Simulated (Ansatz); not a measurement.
Start from VO2 in the rutile structure (space group P4_2/mnm, No. 136; a = 4.5372 Å, c = 2.8031 Å; ferromagnetic).

Method: PBEsol in Ansatz (plane waves to 420 eV, PAW, no SOC), earlier PAW set.

Base values:

Lattice parameter a: 453.7 pm

Modification: a hydrostatic pressure of 0.9 GPa.

Task: What happens to the lattice parameter a?

Result: The lattice parameter a shrinks by 0.57 pm (453.7 pm → 453.2 pm).

Other magnetic orders, which the real material may have, were not ruled out. Load acts through the strain it causes; cell and atoms are relaxed under it. No phonon test of stability was made. No Hubbard U is applied, and correlation can decide whether such a compound is a metal. The base started in Pnnm and relaxed to P4_2/mnm at this level.

Ansatz is a first-principles code.
